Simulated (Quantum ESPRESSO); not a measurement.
## Quick settings and what they miss: ZrTi₃ (P6_3/mmc, 8 atoms in the cell)

Self-consistent single point.

```
CELL_PARAMETERS angstrom
      5.93317     0.00000     0.00000
     -2.96659     5.13828     0.00000
      0.00000     0.00000     4.65652
ATOMIC_POSITIONS crystal
  Zr 0.66667 0.33333 0.25000
  Zr 0.33333 0.66667 0.75000
  Ti 0.32075 0.16037 0.75000
  Ti 0.67925 0.83962 0.25000
  Ti 0.16037 0.32075 0.25000
  Ti 0.83962 0.67925 0.75000
  Ti 0.83962 0.16037 0.75000
  Ti 0.16037 0.83962 0.25000
```

Method: LDA (PZ), GBRV 1.5 ultrasoft (LDA) pseudopotentials (plane waves; Quantum ESPRESSO).

Base settings: ecutwfc = 50 Ry; ecutrho = 400 Ry; occupations = smearing; smearing = methfessel-paxton; degauss = 0.0073499 Ry; potentials = {Zr: zr_lda_v1.uspp.F.UPF, Ti: ti_lda_v1.4.uspp.F.UPF}; K_POINTS = automatic 5 5 6 0 0 0; conv_thr = 1e-10 Ry.

Tight run (finer mesh or higher cutoff; not a proven limit): ecutwfc: 50 Ry → 70 Ry; ecutrho: 400 Ry → 560 Ry; conv_thr: 1e-10 Ry → 7.3e-11 Ry; K_POINTS: automatic 5 5 6 0 0 0 → automatic 7 7 9 0 0 0. It gave Fermi level (on the code's own zero) 14.31 eV; pressure -1.36 GPa; largest force (vector length) 0.008 eV/Å.

Quick runs, as changes from the base:
- A: ecutwfc: 50 Ry → 30 Ry; ecutrho: 400 Ry → 240 Ry; K_POINTS: automatic 5 5 6 0 0 0 → automatic 3 3 3 0 0 0
- B: ecutwfc: 50 Ry → 40 Ry; ecutrho: 400 Ry → 320 Ry; smearing: methfessel-paxton → gaussian; degauss: 0.0073499 Ry → 0.019992 Ry; pseudopotentials: {Zr: zr_lda_v1.uspp.F.UPF, Ti: ti_lda_v1.4.uspp.F.UPF} → {Zr: zr_pbesol_v1.uspp.F.UPF, Ti: ti_pbesol_v1.4.uspp.F.UPF}; K_POINTS: automatic 5 5 6 0 0 0 → automatic 6 6 6 0 0 0 [PBEsol]
- C: conv_thr: 1e-10 Ry → 7.3e-05 Ry; K_POINTS: automatic 5 5 6 0 0 0 → automatic 4 4 4 1 1 1
- D: ecutwfc: 50 Ry → 40 Ry; ecutrho: 400 Ry → 320 Ry; K_POINTS: automatic 5 5 6 0 0 0 → automatic 2 2 2 0 0 0
- E: ecutwfc: 50 Ry → 35 Ry; ecutrho: 400 Ry → 280 Ry; smearing: methfessel-paxton → gaussian; degauss: 0.0073499 Ry → 0.0099958 Ry; K_POINTS: automatic 5 5 6 0 0 0 → automatic 4 4 4 1 1 1

Energies are extrapolated to zero smearing width, which holds to low order in the width alone (under cold and Methfessel-Paxton smearing the free energy itself is taken).

Dashes: energy of B, another energy zero; pressure of C, not trusted under this conv_thr with d or f elements.

† marks runs with another functional, U, potentials or spin treatment: their distance from the tight run is not a convergence error alone.

The count of work is k-points × plane waves × bands × iterations; it is no time. Core times come from one kind of shared machine and are given to one figure; runs under 30 s give none.

The starting cell comes from a database of computed structures (which also holds hypothetical and non-ambient phases and stackings), without a prior relaxation at this level. Its lattice was rescaled by a random factor within 2.5 % of one. Spin polarisation is off.

| run | energy less tight (meV/atom) | pressure less tight (GPa) | largest miss in a force vector (eV/Å) | count of work / tight | core time / tight (rough) |
|---|---|---|---|---|---|
| A | 37.0 | 0.07 | 0.067 | 0.048 | 0.08 |
| B† | – | 4.34 | 0.013 | 0.32 | 0.4 |
| C | 2.0 | – | 0.002 | 0.095 | 0.1 |
| D | 43.7 | 0.74 | 0.045 | 0.049 | 0.1 |
| E | 3.8 | 0.04 | 0.026 | 0.11 | 0.2 |

Among the runs at the tight run's level, the energy misses run from 2.0 to 43.7 meV/atom.
